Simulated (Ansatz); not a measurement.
RuIr₃ (model structure, started from the A15 type, Pm-3n, No. 223, 8 atoms in the cell) was calculated with LDA in Ansatz (PAW).

Settings: plane-wave cutoff 520 eV, 12×12×12 k mesh, Fermi–Dirac smearing 0.05 eV, no spin polarisation, scalar-relativistic PAW data made under PBE.

Cell (relaxed at this level):

```
Ir3Ru
1.0
    4.84089     0.00000     0.00000
    0.00000     4.84089     0.00000
    0.00000     0.00000     4.84089
Ir Ru
6 2
Direct
  0.25000   0.00000   0.50000
  0.75000   0.00000   0.50000
  0.00000   0.50000   0.25000
  0.00000   0.50000   0.75000
  0.50000   0.25000   0.00000
  0.50000   0.75000   0.00000
  0.00000   0.00000   0.00000
  0.50000   0.50000   0.50000
```

Q: Estimate the bulk modulus that the calculation returns.

A: 
bulk modulus: 357 GPa

Note: the run has no spin polarisation, so it can have missed a magnetic state; the bulk modulus is −V dP/dV from two relaxed cells at ±2 % in volume; the relaxation could raise the start's symmetry but not lower it, so the cell can be a saddle point.

Spin–orbit coupling is not included.

Computed values are for the static lattice.

A model structure was made by putting elements into a prototype or built by hand; it is no filed structure, need not be a known phase, and can be a saddle point held by its symmetry.

Ansatz is a program for electronic structure.
